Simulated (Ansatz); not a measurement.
```yaml
crystal:
  lattice:
    - [5.43337, 0.00000, 0.00000]
    - [0.00000, 5.43337, 0.00000]
    - [2.71669, -2.71669, 5.14595]
  atoms:
    - { symbol: Zn, position: [0.00000, 0.00000, 0.00000] }
    - { symbol: Zn, position: [0.25000, 0.25000, 0.50000] }
    - { symbol: Si, position: [0.50000, 0.50000, 0.00000] }
    - { symbol: Si, position: [0.75000, 0.75000, 0.50000] }
    - { symbol: P, position: [0.62500, 0.39069, 0.25000] }
    - { symbol: P, position: [0.39069, 0.12500, 0.75000] }
    - { symbol: P, position: [0.12500, 0.85931, 0.25000] }
    - { symbol: P, position: [0.85931, 0.62500, 0.75000] }
```

No spin polarisation.

Calculations: Ansatz (a quantum-chemistry and plane-wave program) PBEsol, no SOC. k-mesh 9×9×9 (Γ-centred); smearing 0.05 eV (Fermi–Dirac).

Predict the gap character, in-plane stress, hole mass and electron mass.

The gap character is direct at Γ. The mean in-plane stress (compression positive) is -2.0 GPa. The hole mass comes out as 0.16 mₑ out of plane, 0.36 mₑ in plane (at Γ) and the electron mass comes out as 1.7 mₑ out of plane, 0.26 mₑ in plane (at Γ).

The cells carry an imposed strain or load. Effective masses come from finite differences of ±0.01 Å⁻¹. Stability against distortions was not tested. The cell was made from ZnSiP$_{2}$ in the chalcopyrite structure (space group I-42d, No. 122) by this change: biaxial strain +1.50 %, plane normal [001], relaxed out of plane.
